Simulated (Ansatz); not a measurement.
Input and output of a relaxation of cell and atoms for TiSCl (P2_1/m, 6 atoms in the cell) (Ansatz, a program for electronic structure).

Computed with PBEsol-D3BJ, default PAW files made with PBE (plane waves; Ansatz).

```
CELL_PARAMETERS angstrom
      3.44395     0.00000     0.00000
      0.00000     4.82110     0.00000
     -0.06632     0.00000     7.45069
ATOMIC_POSITIONS crystal
  Ti 0.74871 0.25000 0.89415
  Ti 0.25129 0.75000 0.10585
  S  0.25326 0.25000 0.12542
  S  0.74674 0.75000 0.87458
  Cl 0.24386 0.25000 0.66029
  Cl 0.75614 0.75000 0.33971
```

Reference input (self-consistent single point, DFT, PBEsol, plane waves, default PAW files made with PBE): basis.ecutwfc = 420 eV; kpoints.mp_grid.grid = 8 6 4; hamiltonian.xc = pbesol; hamiltonian.pseudopotentials = {kind: paw} (the program's default PAW files); scf.occupations.method = fermi_dirac; scf.occupations.width = 0.05 eV. This run's input differs from it in these lines:

```diff
@@ -19,2 +19,3 @@
   xc: pbesol
+  dispersion: d3bj
   pseudopotentials: { kind: paw }
@@ -22,2 +23,4 @@
   occupations: { method: fermi_dirac, width: 0.05 }
+relax:
+  cell: {}
 output:
```

Output, abridged:

```
   [... SCF lines of the steps left out ...]
relax step   1: F+E_penalty+E_count = -8850.32524623 eV  Δ(F+E_penalty+E_count) = +0.000e0 eV  max|allowed force component| = 2.129e-1 eV/Å  Δτ_max = 0.0000 Å  P = -4.823 GPa  Ω = 123.709 Å³  (6 SCF iters, dr2 threshold 1.00e-7 eV, accepted)
relax step   2: F+E_penalty+E_count = -8850.52249299 eV  Δ(F+E_penalty+E_count) = -1.972e-1 eV  max|allowed force component| = 1.249e-1 eV/Å  Δτ_max = 0.1180 Å  P = -0.949 GPa  Ω = 111.020 Å³  energy of the carried Pulay correction = +6.211e-4 eV  [...]
   [... lines left out ...]
relax step   6: F+E_penalty+E_count = -8850.55999704 eV  Δ(F+E_penalty+E_count) = -6.029e-4 eV  max|allowed force component| = 2.798e-3 eV/Å  Δτ_max = 0.0052 Å  P = +0.008 GPa  Ω = 107.004 Å³  energy of the carried Pulay correction = +8.319e-4 eV  [...]
relax step   7: F+E_penalty+E_count = -8850.55902617 eV  Δ(F+E_penalty+E_count) = +9.709e-4 eV  max|allowed force component| = 3.005e-3 eV/Å  Δτ_max = 0.0000 Å  P = +0.014 GPa  Ω = 107.004 Å³  stress off target by 3.21e-2 GPa  SCF on the basis [...]
basis re-selected at this cell: Δ(F+E_penalty+E_count) = +9.709e-4 eV, ΔP = +0.006 GPa vs the last step
the relaxation is at rest under the 4 symmetry operations that the run kept from its start: a minimum is not shown …
Free energy (F): -8850.559026 eV
Internal energy: -8850.537293 eV  (E = F + TS)
E sigma→0 (E₀):  -8850.548159 eV
Entropy (-TS):   -0.021733 eV (-3.622 meV/atom)
Fermi energy:    9.084992 eV
--- Forces (eV/Å), atoms counted from 1 ---
  atom   1  Ti    -0.00037599     0.00000000    -0.00066738
   [... lines left out ...]
  cell:  # Å, volume = 107.0040 Å³
   [... lines left out ...]
    - { symbol: Ti, position: [0.2500022341880688, 0.7499999999999999, 0.1113790264454265] }
    - { symbol: S, position: [0.25005803995791176, 0.24999999999999997, 0.14381329677321014] }
    - { symbol: S, position: [0.7499419600420884, 0.7499999999999999, 0.8561867032267897] }
    - { symbol: Cl, position: [0.2499160378423585, 0.25, 0.6341812425769994] }
    - { symbol: Cl, position: [0.7500839621576413, 0.7499999999999999, 0.3658187574230006] }
```

The run converged. 

Summary of the result:
- Free energy E − TS (on the zero of these files) = -8850.5590 eV
- Fermi level (on the code's own zero) = 9.08 eV
- Pressure = 0.01 GPa
- Largest force (vector length) = 0.003 eV/Å
- Dispersion energy = -1.953 eV
- Final cell = a = 3.3170 Å, b = 4.7116 Å, c = 6.8469 Å, α = γ = 90.00°, β = 90.01°
- Final volume per atom = 17.83 Å³
- Relaxation steps = 7

The starting cell comes from a database of computed structures (which also holds hypothetical and non-ambient phases and stackings), without a prior relaxation at this level. Spin polarisation is off, so a magnetic state, if there is one, cannot be reached. The relaxation keeps the symmetry of its start, so its end need not be a minimum. Ansatz's pressure includes its estimate of the finite-basis (Pulay) stress.

Cost on one core of a shared machine: roughly 2 min.

Keys are those of Ansatz 0.2.
